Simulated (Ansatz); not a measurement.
Terminations of the (110) surface of bcc V, measured from the surface 'a pseudomorphic layer of Au in the host's stacking'. Atoms come from or go to: Au: fcc Au, Ga: alpha gallium, Ge: germanium, In: tetragonal indium, Mg: hcp Mg, Pt: fcc Pt, Ti: hcp Ti, V: bcc V. ΔE is the energy of forming the row's surface from that one (negative: more stable at these reservoirs); the vacuum level's shift is aligned on the shared bottom. No zero-point or thermal terms. These are constructed structures in small cells; real faces may alloy, dewet or reconstruct in larger ones, and not all known structures of the face are among them. Slabs of about 13 Å with all that they carry, Fermi-Dirac smearing of 0.1 eV. Bottom of the slabs: a bare face, its two planes held. Relaxed from the named starts with such symmetry as they have, on meshes of like density; energies extrapolated to zero smearing; no spin-orbit coupling, no U. Spin-polarised runs, if any, are marked in brackets, and their order is one that fits the cell; the others ran without spin. A dash marks a value that is undefined for that row (no clear gap, or no work function of a gapped slab) or was not read reliably on its mesh.

Calculation: PBE (plane waves to 420 eV, PAW; Ansatz, an electronic-structure program).

```csv
surface,atoms added per 1x1,ΔE per 1x1 (eV),shift of the vacuum level (eV),work function (eV)
a layer of Ge in place of the second plane,"-1 Au, +1 Ge, -1 V",[?],0.39,5.16
a pseudomorphic layer of Ga in the host's stacking,"-1 Au, +1 Ga",-0.30,-0.50,4.27
a layer of Mg in place of the second plane,"-1 Au, +1 Mg, -1 V",1.56,0.33,5.09
a pseudomorphic layer of Ti in the host's stacking,"-1 Au, +1 Ti",[?],-0.12,4.65
a pseudomorphic layer of Pt in the host's stacking,"-1 Au, +1 Pt",-0.58,-0.05,4.72
a pseudomorphic layer of In in the host's stacking,"-1 Au, +1 In",0.73,-1.21,3.56
```

Problem. What belongs in the gaps?

Solution. 
- a layer of Ge in place of the second plane, ΔE per 1x1 (eV): 0.66
- a pseudomorphic layer of Ti in the host's stacking, ΔE per 1x1 (eV): 0.45
